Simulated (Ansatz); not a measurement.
# Pressure series in TaS2

Start from TaS2 in the CdI2 type structure (space group P-3m1, No. 164; a = 3.329 Å, c = 5.786 Å; layered, stacked along the Cartesian z axis).

Cell and atoms are relaxed at each pressure.

Method: DFT with PBE-D3(BJ), PAW potentials and a 420 eV plane-wave cutoff in Ansatz (an electronic-structure program), without spin-orbit coupling, earlier PAW set.

Candidates:
(a) pressure 30 GPa
(b) pressure 75 GPa
(c) pressure 3 GPa
(d) pressure −1 GPa

Before the change:

```
Quantity   Value
---------  -----
c/a ratio  1.738
```

Order them by c/a ratio, lowest first.

(a) pressure 30 GPa (1.656), (b) pressure 75 GPa (1.686), (c) pressure 3 GPa (1.701), (d) pressure −1 GPa (1.762)

Load acts through the strain it causes; cell and atoms are relaxed under it. Stability against distortions was not tested. No other phases were tried under pressure. The final runs are not spin-polarised. An odd electron count without spin: TaS2.
